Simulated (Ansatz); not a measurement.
The parent structure is Al in the fcc (Cu type) structure (space group Fm-3m, No. 225; a = 3.994 Å; relaxed with 0.1 eV smearing). Axes: x, y, z lie along the cube axes.

Level of theory: r2SCAN in Ansatz (plane waves to 500 eV, PAW, spin-orbit coupling left out).

Strains are applied to the cell and any free atomic positions relax; under biaxial strain the out-of-plane vector relaxes too.

One change was made to it. Results:

```csv
quantity,base,after
pressure,0.0 GPa,4.9 GPa
energy relative to the base (free energy F),0 meV/atom,+11 meV/atom
```

**Question.** What was done to the base?
A. biaxial strain −0.47 %, plane normal [001], relaxed out of plane
B. biaxial strain −0.27 %, plane normal [001], relaxed out of plane
C. biaxial strain +2.29 %, plane normal [111], relaxed out of plane
D. isotropic strain −1.57 %
E. tensor shear ε_xy = +2.96 %

**Answer.** D, isotropic strain −1.57 %. For comparison, the energy relative to the base in the other runs: biaxial strain −0.27 %, plane normal [001], relaxed out of plane gives +0.1 meV/atom; biaxial strain −0.47 %, plane normal [001], relaxed out of plane gives +0.3 meV/atom; tensor shear ε_xy = +2.96 % gives +8.1 meV/atom; biaxial strain +2.29 %, plane normal [111], relaxed out of plane gives +7.3 meV/atom.

No phonon test of stability was made.

Ansatz is an electronic-structure program.
